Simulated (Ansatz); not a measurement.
Cubic perovskite KNiF3 was calculated with r²SCAN+rVV10 (Ansatz, a program for electronic structure, PAW).

Run with plane-wave cutoff 560 eV, 8×8×8 k mesh, Fermi–Dirac smearing 0.01 eV, spin-polarised with parallel moments, scalar-relativistic PAW data made under PBE.

Properties against volume:

```json
[
 {"V (Å³/atom)": "11.937", "P (GPa)": "6.66", "direct gap at Γ (eV)": "3.535", "smallest gap on the k mesh (eV)": "2.310"},
 {"V (Å³/atom)": "12.191", "P (GPa)": "4.18", "direct gap at Γ (eV)": "3.502", "smallest gap on the k mesh (eV)": "2.361"},
 {"V (Å³/atom)": "12.445", "P (GPa)": "1.97", "direct gap at Γ (eV)": "3.472", "smallest gap on the k mesh (eV)": "2.408"},
 {"V (Å³/atom)": "12.699", "P (GPa)": "0.00", "direct gap at Γ (eV)": "3.444", "smallest gap on the k mesh (eV)": "2.451"},
 {"V (Å³/atom)": "12.953", "P (GPa)": "-1.77", "direct gap at Γ (eV)": "3.418", "smallest gap on the k mesh (eV)": "2.491"},
 {"V (Å³/atom)": "13.207", "P (GPa)": "-3.34", "direct gap at Γ (eV)": "3.394", "smallest gap on the k mesh (eV)": "2.528"},
 {"V (Å³/atom)": "13.461", "P (GPa)": "-4.75", "direct gap at Γ (eV)": "3.371", "smallest gap on the k mesh (eV)": "2.561"}
]
```

The fundamental gap (2.45 eV at the equilibrium volume, with added k points) lies elsewhere than Γ–Γ.

Note: the magnetic order was assumed, not searched for or taken from measurement; without U or exact exchange, gaps and moments of open d shells tend to come out too small.
